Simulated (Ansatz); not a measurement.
Take TiC in the rock salt structure (space group Fm-3m, No. 225; a = 4.293 Å; relaxed with 0.1 eV smearing) as the base. Axes: x, y, z lie along the cube axes.

All numbers come from Kohn–Sham DFT with the PBEsol functional, run in Ansatz (a program for electronic structure) with PAW and 420 eV plane waves, without spin-orbit coupling.

Before the change:

| Item | Result |
|---|---|
| Shortest interatomic distance | 2.147 Å |

It is then changed as follows: compressive biaxial strain of 2.08 % in the plane normal to [111], as in epitaxy on a mismatched substrate; the out-of-plane cell vector and the atoms relax.

Q: Estimate the effect on the energy relative to the base.

A: The energy rises by 16 meV/atom.

Q: Estimate the effect on the shortest interatomic distance.

A: The shortest interatomic distance decreases by 0.0204 Å, from 2.147 Å to 2.126 Å.

Q: How does this affect the out-of-plane strain?

A: The out-of-plane strain is +1.27 %.

No phonon test of stability was made. All final runs are without spin polarisation.
